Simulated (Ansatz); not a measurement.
Functionals compared on O on the 1x1 (0001) surface of corundum (cut with top plane Al), one in a 1x1 cell, started at the site 'top Al', in Ansatz (plane waves, PAW). The structure was relaxed with PBE; the other rows are single points on it, each with its references at the same level. Cutoff 420 eV (500 eV for r2SCAN). The points keep PBE's geometry, so the relaxation of a polaron and the settling of charge on one site are left out.

Host crystal: corundum, with a band gap (PBE, scalar-relativistic without spin-orbit coupling).

Model: 21-atom slab, 6.7 Å thick at the start under the adsorbate (thin: gaps and levels are the slab's own), 6x6x1 mesh, Fermi-Dirac 0.01 eV, dipole correction, 9 atoms held, the rest relaxed; start symmetry kept, larger cells not searched; spin-polarised, ending with about 2.0 μB a cell; orders that need a larger cell were not tried, no spin-orbit, no U, no dispersion correction. It is one chosen start, not shown to be the lowest state of the adsorbate. These notes are the PBE run's. RPBE: The program's check for a lower electronic state was not made. r2SCAN: The program's check for a lower electronic state was not made. Adsorption energies are against ½ O2(g). A negative adsorption energy means that the adsorbate is more stable on the surface than in its reference.

```csv
functional,adsorption energy (eV),gap of the slab on its k-mesh (eV),highest filled level below the top vacuum level (eV),magnetic moment of the cell (μB)
PBE,1.49,0.18,8.29,2.00
RPBE,1.44,0.18,8.15,2.00
r2SCAN,(withheld),(withheld),(withheld),2.00
```

Q: Some entries are withheld; supply them.

A: 
- r2SCAN, adsorption energy (eV): 1.58
- r2SCAN, gap of the slab on its k-mesh (eV): 0.23
- r2SCAN, highest filled level below the top vacuum level (eV): 7.98

Ansatz is a program for electronic structure.
